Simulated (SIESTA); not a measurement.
SIESTA run on SrMn₂Ge₂ (I4mm, 5 atoms in the cell): self-consistent single point

Level of theory: GGA PBEsol, numerical atomic orbitals DZP, PseudoDojo PBEsol standard norm-conserving potentials (rewritten from UPF to PSML) (SIESTA).

This input was run:

```
# files in the folder: Sr.psml Mn.psml Ge.psml (PseudoDojo PBEsol standard)
SystemName  Sr(MnGe)2
SystemLabel sr(mnge)2

NumberOfAtoms                5
NumberOfSpecies              3
%block ChemicalSpeciesLabel
  1 38 Sr
  2 25 Mn
  3 32 Ge
%endblock ChemicalSpeciesLabel
LatticeConstant              1.0 Ang
%block LatticeVectors
    -2.030686000    2.030686000    5.735692000
     2.030686000   -2.030686000    5.735692000
     2.030686000    2.030686000   -5.735692000
%endblock LatticeVectors
AtomicCoordinatesFormat      ScaledCartesian
%block AtomicCoordinatesAndAtomicSpecies
    -0.000000000    0.000000000    0.050003763  1
     0.000000000    2.030686000    2.867846000  2
     2.030686000    0.000000000    2.867846000  2
     0.000000000   -0.000000000    7.270104324  3
    -0.000000000    0.000000000    4.201279676  3
%endblock AtomicCoordinatesAndAtomicSpecies

XC.functional                GGA
XC.authors                   PBEsol
PAO.BasisSize                DZP
PAO.EnergyShift              0.01 Ry
MeshCutoff                   400 Ry
%block kgrid.MonkhorstPack
    5   0   0  0.0
    0   5   0  0.0
    0   0   5  0.0
%endblock kgrid.MonkhorstPack
OccupationFunction           FD
ElectronicTemperature        0.1 eV
Spin                         polarized
%block DM.InitSpin
  1 +0.00
  2 +4.00
  3 +4.00
  4 +0.00
  5 +0.00
%endblock DM.InitSpin

MaxSCFIterations             150
SCF.Mixer.Method             Pulay
SCF.Mixer.Weight             0.1
SCF.Mixer.History            6
SCF.DM.Tolerance             1.0E-05
Diag.ParallelOverK           true
WriteForces                  true
Charge.Mulliken              end
```

Output, abridged:

```
reinit: Reading from file input.fdf

reinit: System Name: Sr(MnGe)2
reinit: System Label: sr(mnge)2

NOTE on units for spin output:
{S} is the spin magnetic moment, in units of the Bohr magneton,
assuming a g-factor for the electron spin of exactly 2.
The spin magnetic moment is then numerically equal to the charge inbalance,
in units of electrons, between the spin-up and -down channels.

coor:   Atomic-coordinates input format  =     Cartesian coordinates
coor:                                          (in units of alat)

siesta: Atomic coordinates (Bohr) and species
siesta:     -0.00000   0.00000   0.09449  1        1
siesta:      0.00000   3.83744   5.41944  2        2
siesta:      3.83744   0.00000   5.41944  2        3
siesta:      0.00000  -0.00000  13.73851  3        4
siesta:     -0.00000   0.00000   7.93927  3        5

siesta: System type = bulk

initatomlists: Number of atoms, orbitals, and projectors:      5    83    90

siesta: ******************** Simulation parameters ****************************
redata: Spin configuration                          = collinear
redata: Time-Reversal Symmetry                      = T
redata: Number of Atomic Species                    =        3
redata: Mesh Cutoff                                 =   400.0000 Ry
redata: Net charge of the system                    =     0.0000 |e|
redata: Min. number of SCF Iter                     =        0
redata: Max. number of SCF Iter                     =      150
redata: SCF convergence failure will abort job
redata: SCF mix quantity                            = Hamiltonian
redata: Mix DM or H after convergence               =   F
redata: Recompute H after scf cycle                 =   F
redata: Mix DM in first SCF step                    =   T
redata: No kicks to SCF
redata: DM Mixing Weight for Kicks                  =     0.5000
redata: Require Harris convergence for SCF          =   F
   [... lines left out ...]
diag: Absolute tolerance                            =  0.100E-15
diag: Orthogonalization factor                      =  0.100E-05
diag: Memory factor                                 =  1.0000

superc: Internal auxiliary supercell:     7 x     7 x     7  =     343
superc: Number of atoms, orbitals, and projectors:   1715  28469  30870

                        Single-point calculation

superc: Internal auxiliary supercell:     7 x     7 x     7  =     343
superc: Number of atoms, orbitals, and projectors:   1715  28469  30870

outcell: Unit cell vectors (Ang):
       -2.030686    2.030686    5.735692
        2.030686   -2.030686    5.735692
        2.030686    2.030686   -5.735692

outcell: Cell vector modules (Ang)   :    6.414478    6.414478    6.414478
outcell: Cell angles (23,13,12) (deg):    143.0877    143.0877     53.1937
outcell: Cell volume (Ang**3)        :     94.6088
new_DM -- step:     1
Initializing Density Matrix...

Attempting to read DM from file... Failed...
initDM: WARNING: atom 1 has a closed-shell and cannot be polarized
DM filled with atomic data (user-defined):

InitMesh: MESH = 72 x 72 x 60 = 311040
InitMesh: Mesh cutoff (required, used) =   400.000   483.763 Ry

stepf: Fermi-Dirac step function
        iscf     Eharris(eV)        E_KS(eV)     FreeEng(eV)     dDmax    Ef(eV) dHmax(eV)
   scf:    1   -11606.188924   -11674.738761   -11674.837560  0.895137 -2.476904 25.883736
     spin moment: {S} , |S| = {        0.0        0.0    5.55271 }     5.55271
   scf:    2   -11710.461134   -11697.990513   -11698.102661  0.218931 -3.643318  8.731516
     spin moment: {S} , |S| = {        0.0        0.0    5.82986 }     5.82986
   scf:    3   -11701.471441   -11700.663631   -11700.770813  0.089621 -4.173395  2.577198
     spin moment: {S} , |S| = {        0.0        0.0    5.75310 }     5.75310
   scf:    4   -11701.375143   -11701.117480   -11701.229520  0.064341 -4.244502  0.892728
     spin moment: {S} , |S| = {        0.0        0.0    5.60353 }     5.60353
   scf:    5   -11701.146308   -11701.147772   -11701.262634  0.031517 -4.198390  0.656153
     spin moment: {S} , |S| = {        0.0        0.0    5.46342 }     5.46342
   scf:    6   -11701.277717   -11701.213898   -11701.324731  0.032379 -4.230949  0.254951
   [... lines left out ...]
   scf:   16   -11701.292497   -11701.292458   -11701.384230  0.000863 -4.273208  0.005164
     spin moment: {S} , |S| = {        0.0        0.0    4.53540 }     4.53540
   scf:   17   -11701.292451   -11701.292454   -11701.384231  0.000205 -4.273411  0.003803
     spin moment: {S} , |S| = {        0.0        0.0    4.53374 }     4.53374
   scf:   18   -11701.292376   -11701.292415   -11701.384233  0.000261 -4.273240  0.002257
     spin moment: {S} , |S| = {        0.0        0.0    4.53473 }     4.53473
   scf:   19   -11701.292388   -11701.292401   -11701.384234  0.000077 -4.273226  0.001522
     spin moment: {S} , |S| = {        0.0        0.0    4.53487 }     4.53487
   scf:   20   -11701.292347   -11701.292374   -11701.384234  0.000094 -4.273311  0.000952
     spin moment: {S} , |S| = {        0.0        0.0    4.53467 }     4.53467
   scf:   21   -11701.292368   -11701.292371   -11701.384234  0.000008 -4.273311  0.000696
     spin moment: {S} , |S| = {        0.0        0.0    4.53461 }     4.53461
SCF Convergence by DM+H criterion
max |DM_out - DM_in|         :     0.0000081720
max |H_out - H_in|      (eV) :     0.0006963381
SCF cycle converged after 21 iterations

Using DM_out to compute the final energy and forces

siesta: E_KS(eV) =           -11701.2924

siesta: E_KS - E_eggbox =    -11701.2924

siesta: Atomic forces (eV/Ang):
     1    0.000006    0.000006   -0.328343
     2   -0.000128    0.000117    0.097650
     3    0.000117   -0.000128    0.097650
     4    0.000276    0.000276    0.462850
     5   -0.000222   -0.000222   -0.330029
   Tot    0.000050    0.000050   -0.000223
   Max    0.462850
   Res    0.173211    sqrt( Sum f_i^2 / 3N )
   Max    0.462850    constrained

Stress tensor Voigt[x,y,z,yz,xz,xy] (kbar):       -8.92       -8.92       -2.93        0.41        0.41        0.00
(Free)E + p*V (eV/cell)   -11700.9752
Target enthalpy (eV/cell)   -11701.3842

siesta: Program's energy decomposition (eV):
siesta: Ebs     =     -1916.952691
siesta: Eions   =     14532.591421
siesta: Ena     =      1439.443039
siesta: Ekin    =      6530.698673
siesta: Enl     =     -2831.092474
siesta: Eso     =         0.000000
siesta: Edftu   =         0.000000
siesta: DEna    =        81.372388
siesta: DUscf   =         2.009083
siesta: DUext   =         0.000000
siesta: Ex      =     -2247.451671
siesta: Ec      =      -143.679988
siesta: Exc     =     -2391.131659
siesta: Eharris =    -11701.292368
siesta: Etot    =    -11701.292371
siesta: FreeEng =    -11701.384234

siesta: Atomic forces (eV/Ang):
siesta:      1    0.000006    0.000006   -0.328343
siesta:      2   -0.000128    0.000117    0.097650
siesta:      3    0.000117   -0.000128    0.097650
siesta:      4    0.000276    0.000276    0.462850
siesta:      5   -0.000222   -0.000222   -0.330029
siesta: ----------------------------------------
siesta:    Tot    0.000050    0.000050   -0.000223

siesta: Stress tensor (static) (eV/Ang**3):
siesta:    -0.005570    0.000002    0.000254
siesta:     0.000002   -0.005570    0.000254
siesta:     0.000254    0.000254   -0.001829

siesta: Cell volume =         94.608763 Ang**3

siesta: Pressure (static):
   [... lines left out ...]
siesta:           6.92640102         -7.31741765  kBar
   [... lines left out ...]
               3dz2    3dxz    3dx2-y2
   2  5.824   0.935   0.017   0.013   0.996   0.999   0.996   0.133   0.116
              0.130   0.528   0.309   0.305   0.302   0.245  -0.060  -0.038

             -0.030  -0.037  -0.034
   3  5.824   0.935   0.017   0.013   0.996   0.999   0.996   0.130   0.116
              0.133   0.528   0.302   0.305   0.309   0.245  -0.060  -0.037

             -0.030  -0.038  -0.034

Species: Ge
Atom  Qatom  Qorb
               4s      4s      4py     4pz     4px     4py     4pz     4px
               3dxy    3dyz    3dz2    3dxz    3dx2-y2 4dxy    4dyz    4dz2
               4dxz    4dx2-y2
   4  7.815   0.593   0.102   0.722   0.585   0.722  -0.117  -0.056  -0.117
              1.005   1.004   1.004   1.004   1.001   0.100   0.062   0.101

              0.062   0.039
   5  7.801   0.588   0.105   0.707   0.594   0.707  -0.106  -0.065  -0.106
              1.005   1.004   1.004   1.004   1.001   0.097   0.060   0.102

              0.060   0.038

mulliken: Qtot =       31.733

Mulliken Atomic Populations:
Atom #   charge [q] valence [e]      Sz [e]  Species
     1     1.185724    8.814276   -0.125042  Sr
     2     0.763976   14.236024    2.588290  Mn
     3     0.763975   14.236025    2.588290  Mn
     4    -1.374165   15.374165   -0.254845  Ge
     5    -1.339510   15.339510   -0.262080  Ge
 Total    -0.000000                4.534612
```

The run converged in 21 iterations.

The starting cell comes from a database of computed structures (which also holds hypothetical and non-ambient phases and stackings), without a prior relaxation at this level. Its lattice was rescaled by up to half a per cent. One atom was moved a little off its site on purpose. The magnetic order is the one reached from the typed start; others were not searched systematically. Values carry the incompleteness of an atom-centred basis.

Cost on one core of a shared machine: roughly 2 min.
